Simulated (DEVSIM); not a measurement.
Device: CdTe n-i-p diode, at 250 K.

| layer (left to right) | material | thickness (μm) | Nd (cm⁻³) | Na (cm⁻³) | τn (s) | τp (s) |
|---|---|---|---|---|---|---|
| 1 | CdTe | 0.580 | 1.3e17 | - | 1.9e-8 | 1.9e-8 |
| 2 | CdTe | 0.440 | - | 2.4e12 | 1.9e-8 | 1.9e-8 |
| 3 | CdTe | 0.440 | - | 4.8e17 | 1.9e-8 | 1.9e-8 |

Left contact: ohmic. Right contact: ohmic. Voltage is applied to the left contact. Recombination: SRH at mid-gap, radiative. Mobility is constant in doping.

Constants are typed, rounded textbook-type inputs, not results; the design itself was drawn at random and stands for no fabricated device. Values at 300 K; Nc and Nv go as T^1.5, mobilities as T to minus their exponent, the gap by Varshni's rule with the affinity fixed.

```csv
parameter,CdTe
gap (eV),1.5
affinity (eV),4.28
permittivity,10.2
Nc (cm⁻³),8e17
Nv (cm⁻³),1.8e19
μn (cm²/Vs),1000
μp (cm²/Vs),80
T exponent of μn,1.7
T exponent of μp,1.5
B (cm³/s),1e-10
Varshni α (eV/K),0.00031
Varshni β (K),108
```

Model (solved in DEVSIM): 1D drift-diffusion, Boltzmann statistics, complete ionisation; no tunnelling, impact ionisation, image-force lowering or self-heating.

### Question
Give the small-signal capacitance in reverse bias (quasi-static).

### Answer

```tsv
V (V)	C (nF/cm²)
0.1	20.0
0.25	19.9
0.5	19.7
0.75	19.5
1	19.3
1.5	19.1
2	18.8
2.5	18.6
3.25	18.3
4	18.0
5	17.6
```
